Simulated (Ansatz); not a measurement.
**Pressure series in hypothetical rutile HfS2**

The parent structure is HfS2 in the rutile structure (space group P4_2/mnm, No. 136; a = 6.024 Å, c = 3.652 Å; a hypothetical phase, not in the database extracts checked).

Cell and atoms are relaxed at each pressure.

All numbers come from PBEsol, PAW, 420 eV (Ansatz, an electronic-structure program; spin-orbit coupling left out), earlier PAW set.

| case | lattice parameter a | band gap |
|---|---|---|
| base | 6.024 Å | 0.26 eV |
| pressure −1 GPa | 6.046 Å | 0.29 eV |
| pressure 1.8 GPa | 5.987 Å | 0.21 eV |
| pressure 4.2 GPa | 5.942 Å | 0.15 eV |
| pressure 9 GPa | 5.866 Å | zero |
| pressure 18 GPa | (withheld) | zero |
| pressure 30 GPa | 5.651 Å | zero |
| pressure 45 GPa | 5.553 Å | zero |
| pressure 60 GPa | 5.474 Å | zero |

Problem. What belongs in the blanks?

Solution. 
- pressure 18 GPa, lattice parameter a: 5.757 Å

A case with no gap was solved on a k-mesh chosen for an insulator, which is coarse for it. Spin-orbit coupling, missing from the scalar runs, can matter with Hf. Load acts through the strain it causes; cell and atoms are relaxed under it. Whether these cells are dynamically stable was not tested. No other phases were tried under pressure. The final runs are not spin-polarised. Gaps under 0.05 eV, about the width of the smearing, are given as zero. A zero or small gap of HfS2 can be the functional's error rather than a property of the material.
